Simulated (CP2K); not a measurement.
Band structure of AlN (P6_3mc, 4 atoms in the cell).

```
AlN
1.0
    3.12859     0.00000     0.00000
   -1.56429     2.70944     0.00000
    0.00000     0.00000     5.01696
Al N
2 2
Direct
  0.66667   0.33333   0.49929
  0.33333   0.66667   0.99929
  0.66667   0.33333   0.88071
  0.33333   0.66667   0.38071
```

Level of theory: PBE, GPW, DZVP-MOLOPT-SR-GTH basis, GTH-PBE potentials (GTH_POTENTIALS) (CP2K).

Settings: CUTOFF = 400 Ry; REL_CUTOFF = 50 Ry; SMEAR/METHOD = FERMI_DIRAC; ELECTRONIC_TEMPERATURE = 232.09 K; KPOINTS/SCHEME = MONKHORST-PACK 10 10 6; GAMMA_CENTERED = T; XC_FUNCTIONAL = PBE; Al/BASIS_SET = DZVP-MOLOPT-SR-GTH-q3; Al/POTENTIAL = GTH-PBE-q3; N/BASIS_SET = DZVP-MOLOPT-SR-GTH-q5; N/POTENTIAL = GTH-PBE-q5; METHOD = GPW; EPS_DEFAULT = 1e-10; EXTRAPOLATION = USE_GUESS.

The starting cell comes from a database of computed structures (which also holds hypothetical and non-ambient phases and stackings), without a prior relaxation at this level. Values carry the incompleteness of an atom-centred basis.

### Question
Predict the gap along the standard path and the places of the band edges.

### Answer
The gap along the path is 4.16 eV, direct at Γ to within 0.01 eV.

Levels in eV from the top of the valence band on the SCF mesh, bands 5 to 9:
```json
[
 {"point": "Γ", "5": "-0.86", "6": "-0.21", "7": "-0.21", "8": "0.00", "9": "4.16"},
 {"point": "M", "5": "-3.33", "6": "-2.07", "7": "-1.76", "8": "-0.69", "9": "5.75"},
 {"point": "K", "5": "-3.77", "6": "-2.44", "7": "-2.37", "8": "-2.37", "9": "5.23"},
 {"point": "A", "5": "-0.55", "6": "-0.55", "7": "-0.55", "8": "-0.55", "9": "6.44"},
 {"point": "L", "5": "-1.46", "6": "-1.46", "7": "-1.36", "8": "-1.36", "9": "5.30"},
 {"point": "H", "5": "-3.84", "6": "-3.84", "7": "-0.80", "8": "-0.80", "9": "7.46"}
]
```

Higher empty bands are left out: an atom-centred basis made for the valence describes them poorly.
